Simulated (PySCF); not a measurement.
PySCF 2.14.0, MP2 (frozen core)/cc-pvdz: hexamethyldisiloxane (C[Si](C)(C)O[Si](C)(C)C), 27 atoms. The geometry is a generated start, not checked to be a minimum at this level.

```
Property                                              Result
-------------------------------  ---------------------------
task                                                     mp2
basis                                                cc-pvdz
two-electron scheme              exact four-centre integrals
frozen core                                             true
mf.init_guess                                minao (default)
mf.DIIS                                      CDIIS (default)
mf.diis_space                                    8 (default)
mf.conv_tol                                  1e-09 (default)
basis functions (reference run)                          224
```

On 4 threads, 1 BLAS thread. Build: conda-forge: OpenMP (GNU), OpenBLAS with its own threads, libcint, Libxc. Single runs; times are not shown.

Values of mol.max_memory tried: 8000 MB, 4000 MB, 2000 MB, 1000 MB, 500 MB, 300 MB, 200 MB.

Problem. Which of these memory settings still run, and by which path?

Solution. It runs down to 200 MB, the lowest tried, with the same result. At 8000 MB: SCF integrals in memory, transformation in memory. From 2000 MB down: direct SCF, transformation through a file.

```
mol.max_memory                                               path  peak memory
--------------  -------------------------------------------------  -----------
8000 MB         SCF integrals in memory, transformation in memory      3.6 GiB
4000 MB         SCF integrals in memory, transformation in memory      3.6 GiB
2000 MB                 direct SCF, transformation through a file      1.8 GiB
1000 MB                 direct SCF, transformation through a file      1.8 GiB
500 MB                  direct SCF, transformation through a file      1.8 GiB
300 MB                  direct SCF, transformation through a file      1.8 GiB
200 MB                  direct SCF, transformation through a file      1.8 GiB
```

Peak memory is the kernel's count for the largest process, libraries included and scratch files not. The peak passes the setting at 1000 MB, 500 MB, 300 MB, 200 MB: it is no hard cap. MP2's transformation through a file may take 2000 MB even at lower settings.
